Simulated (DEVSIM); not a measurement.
System: abrupt Si n-p junction, at 300 K.

Layer 1 from the left is Si, thickness (μm) 2.00, Nd (cm⁻³) 7.6e16, τn (s) 9.3e-7, τp (s) 9.3e-7. Layer 2 from the left is Si, thickness (μm) 16.0, Na (cm⁻³) 3.5e17, τn (s) 9.3e-7, τp (s) 9.3e-7.

Left contact: ohmic. Right contact: ohmic. Voltage is applied to the left contact. Recombination: SRH at mid-gap, Auger. Gap narrowing is on: ΔEg = 6.92 meV × (l + √(l² + 0.5)), l = ln(N/1.3e17 cm⁻³), shared equally by both band edges. Mobility is constant in doping.

Constants are typed, rounded textbook-type inputs, not results; the design itself was drawn at random and stands for no fabricated device. Values at 300 K.

Si: gap (eV) 1.124, affinity (eV) 4.05, permittivity 11.7, Nc (cm⁻³) 2.86e19, Nv (cm⁻³) 3.1e19, μn (cm²/Vs) 1417, μp (cm²/Vs) 470, Cn (cm⁶/s) 2.8e-31, Cp (cm⁶/s) 9.9e-32.

Model (solved in DEVSIM): 1D drift-diffusion, Boltzmann statistics, complete ionisation; no tunnelling, impact ionisation, image-force lowering or self-heating.

Q: What does the simulation give for the potential step across the device at zero bias, the largest field in the device at zero bias, the dark forward voltage at 100 A/cm², the dark forward voltage at 1 A/cm²?

A: potential step across the device at zero bias 0.846 V; largest field in the device at zero bias 120000 V/cm; dark forward voltage at 100 A/cm² 0.765 V; dark forward voltage at 1 A/cm² 0.638 V.
